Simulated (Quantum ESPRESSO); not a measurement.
Input and output of a self-consistent single point for SrSi2Ag2 (P1, 5 atoms in the cell) (Quantum ESPRESSO).

Level of theory: LDA (PZ), GBRV 1.5 ultrasoft (LDA) pseudopotentials (plane waves; Quantum ESPRESSO).

```xyz
5
Lattice="-2.1918 2.1918 5.2563 2.1918 -2.1918 5.2563 2.1918 2.1918 -5.2563" Properties=species:S:1:pos:R:3 pbc="T T T"
Sr     0.0153    -0.0197    -0.0284
Si     0.0212     0.0459     6.4506
Si     0.0115     0.0364     4.1042
Ag    -0.0167     2.1446     2.5844
Ag     2.1605    -0.0156     2.6579
```

Reference input (self-consistent single point, DFT, PBEsol, plane waves, GBRV 1.5 ultrasoft (PBESOL) pseudopotentials): ecutwfc = 40 Ry; ecutrho = 320 Ry; occupations = smearing; smearing = fermi-dirac; degauss = 0.0036749 Ry; potentials = {Sr: sr_pbesol_v1.uspp.F.UPF, Si: si_pbesol_v1.uspp.F.UPF, Ag: ag_pbesol_v1.4.uspp.F.UPF}; K_POINTS = automatic 4 4 6 0 0 0; conv_thr = 1e-10 Ry; mixing_beta = 0.5. This run's input differs from it in these lines:

```diff
@@ -23,5 +23,5 @@
 ATOMIC_SPECIES
-Sr    87.6200  sr_pbesol_v1.uspp.F.UPF
-Si    28.0850  si_pbesol_v1.uspp.F.UPF
-Ag   107.8682  ag_pbesol_v1.4.uspp.F.UPF
+Sr    87.6200  sr_lda_v1.uspp.F.UPF
+Si    28.0850  si_lda_v1.uspp.F.UPF
+Ag   107.8682  ag_lda_v1.4.uspp.F.UPF
 CELL_PARAMETERS {angstrom}
```

The program printed (abridged):

```
     Self-consistent Calculation

     iteration #  1     ecut=    40.00 Ry     beta= 0.50

     negative rho (up, down):  6.411E-02 0.000E+00

     total energy              =    -678.43318779 Ry
     estimated scf accuracy    <       5.06581202 Ry

     iteration #  2     ecut=    40.00 Ry     beta= 0.50

     negative rho (up, down):  6.405E-02 0.000E+00

     total energy              =    -680.50369479 Ry
     estimated scf accuracy    <       4.67451677 Ry

     iteration #  3     ecut=    40.00 Ry     beta= 0.50

     negative rho (up, down):  6.455E-02 0.000E+00

     total energy              =    -680.98444084 Ry
     estimated scf accuracy    <       0.22036591 Ry

   [... 9 blocks of this kind left out ...]

     iteration # 13     ecut=    40.00 Ry     beta= 0.50

     negative rho (up, down):  6.543E-02 0.000E+00

     total energy              =    -681.02007686 Ry
     estimated scf accuracy    <          1.0E-10 Ry

     iteration # 14     ecut=    40.00 Ry     beta= 0.50

     negative rho (up, down):  6.543E-02 0.000E+00
     End of self-consistent calculation

     Number of k-points >= 100: set verbosity='high' to print the bands.

     the Fermi energy is    11.0756 ev

!    total energy              =    -681.02007686 Ry
     estimated scf accuracy    <          1.1E-12 Ry
     smearing contrib. (-TS)   =      -0.00068655 Ry
     internal energy E=F+TS    =    -681.01939030 Ry

     convergence has been achieved in  14 iterations

     negative rho (up, down):  6.543E-02 0.000E+00

     Forces acting on atoms (cartesian axes, Ry/au):

     atom    1 type  1   force =    -0.00128455    0.00661573    0.00451838
     atom    2 type  2   force =    -0.00477419   -0.00883613    0.00201257
     atom    3 type  2   force =    -0.00353726   -0.00941900   -0.00979483
     atom    4 type  3   force =     0.00457564    0.00704153    0.00519743
   [... lines left out ...]
     Total force =     0.022705     Total SCF correction =     0.000001
   [... lines left out ...]

     negative rho (up, down):  6.543E-02 0.000E+00
          total   stress  (Ry/bohr**3)                   (kbar)     P=      -56.80
  -0.00038825  -0.00000306  -0.00000020          -57.11       -0.45       -0.03
  -0.00000306  -0.00038064   0.00000080           -0.45      -55.99        0.12
  -0.00000020   0.00000080  -0.00038954           -0.03        0.12      -57.30

   JOB DONE.
```

The run converged in 14 iterations. Against the reference run the pressure goes from -3.11 to -5.68 GPa and the largest force goes from 0.331 to 0.361 eV/Å.

The starting cell comes from a database of computed structures (which also holds hypothetical and non-ambient phases and stackings), without a prior relaxation at this level. Its atoms were displaced at random from the sites of space group no. 139. With a pressure of about -6 GPa the cell is away from its equilibrium volume at this level.

Cost on one core of a shared machine: roughly 5 min.
